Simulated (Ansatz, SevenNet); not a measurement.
Cubic perovskite BaHfO3, lattice parameter a

Reference value: 4.171 Å (measured, room temperature, not corrected to a static lattice, our sources range from 4.171 to 4.180; as tabulated in Zhao et al. (2008), arXiv:0809.3506).

What do SevenNet-l3i5, LDA, PBE, RPBE, PBE-D3(BJ), rVV10, r²SCAN, PBE0, Hartree–Fock give, and how far is each from the reference?


```tsv
level (code)	value (Å)	difference (%)
SevenNet-l3i5	4.203	+0.77
LDA (Ansatz)	4.122	-1.17
PBE (Ansatz)	4.206	+0.84
RPBE (Ansatz)	4.241	+1.68
PBE-D3(BJ) (Ansatz)	4.184	+0.31
rVV10 (Ansatz)	4.217	+1.10
r²SCAN (Ansatz)	4.177	+0.14
PBE0 (Ansatz)	4.175	+0.10
Hartree–Fock (Ansatz)	4.218	+1.13
```

The reference is not for a static lattice or low temperature, so close values are not ranked against it. Off by more than 1.25 %, or 1.75 % on the side where a correction would as a rule narrow the miss (bounds picked here): RPBE (+1.68 %).

The measured value isn't corrected to a static lattice, so vibrations enter the comparison. A static lattice is as a rule a little smaller than the measured one.  Density-functional levels without +SOC have no spin–orbit coupling. Cutoffs and k meshes differ between the levels. Ansatz's density-functional and Hartree–Fock values are scalar-relativistic unless marked +SOC, with PAW data made under PBE.

Machine-learned potentials (SevenNet-l3i5) are trained on DFT data: a solid inside that data is no test of them.

Differences are worked out from the printed values.

Ansatz is a quantum-chemistry and plane-wave program.
